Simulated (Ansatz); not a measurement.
Take AgCl in the CsCl type structure (space group Pm-3m, No. 221; a = 3.331 Å; a model cell, its experimental status unchecked) as the base.

Level of theory: PBEsol (Ansatz, a program for electronic structure), no SOC.

For the base:

```
Property                                Value
-----------------------------  --------------
Electron mass                  0.19 mₑ (at Γ)
Smallest direct gap                   2.27 eV
Band gap                              0.45 eV
Shortest interatomic distance         2.885 Å
```

One thing is altered: cell and atoms relaxed at a pressure of 0.9 GPa.

### Question
What does the calculation give for the electron mass after the change?

### Answer
The electron mass stays 0.19 mₑ (at Γ).

### Question
Estimate the effect on the smallest direct gap.

### Answer
The smallest direct gap rises by 0.05 eV, from 2.27 eV to 2.32 eV.

### Question
Estimate the effect on the band gap.

### Answer
The band gap hardly moves (0.45 eV against 0.46 eV).

### Question
Estimate the effect on the shortest interatomic distance.

### Answer
The shortest interatomic distance decreases by 0.013 Å to 2.872 Å.

Load acts through the strain it causes; cell and atoms are relaxed under it. Effective masses come from finite differences of ±0.01 Å⁻¹. Whether these cells are dynamically stable was not tested. This is not the structure that AgCl has at room temperature and ambient pressure.
